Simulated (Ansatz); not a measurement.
The structure below was relaxed with PBE-D3(BJ) (Ansatz, an electronic-structure program), spin-orbit coupling left out, at pressure 9 GPa.

Space group P6₃/mmc (No. 194); a = 3.599 Å, b = 3.599 Å, c = 14.785 Å, α = 90.00°, β = 90.00°, γ = 120.00°

| atom | site | symmetry | x | y | z |
|---|---|---|---|---|---|
| Ga | 4f | 3m. | 0.3333 | 0.6667 | 0.1702 |
| Se | 4f | 3m. | 0.6667 | 0.3333 | 0.0885 |

**Question.** Write out a cell with all atoms.

**Answer.** 
```xyz
8
Lattice="3.5992 0.0000 0.0000 -1.7996 3.1170 0.0000 0.0000 0.0000 14.7850" Properties=species:S:1:pos:R:3 pbc="T T T"
Ga     0.0000     2.0780     2.5162
Ga     1.7996     1.0390     9.9087
Ga     1.7996     1.0390    12.2688
Ga     0.0000     2.0780     4.8763
Se     0.0000     2.0780     8.7009
Se     1.7996     1.0390     1.3084
Se     1.7996     1.0390     6.0841
Se     0.0000     2.0780    13.4766
```
This is the conventional cell.

Load acts through the strain it causes; cell and atoms are relaxed under it. Whether these cells are dynamically stable was not tested. Competing high-pressure phases were not computed. The cell was made from GaSe in the beta-GaS type structure (space group P6_3/mmc, No. 194; layered, stacked along the Cartesian z axis) by this change: pressure 9 GPa.
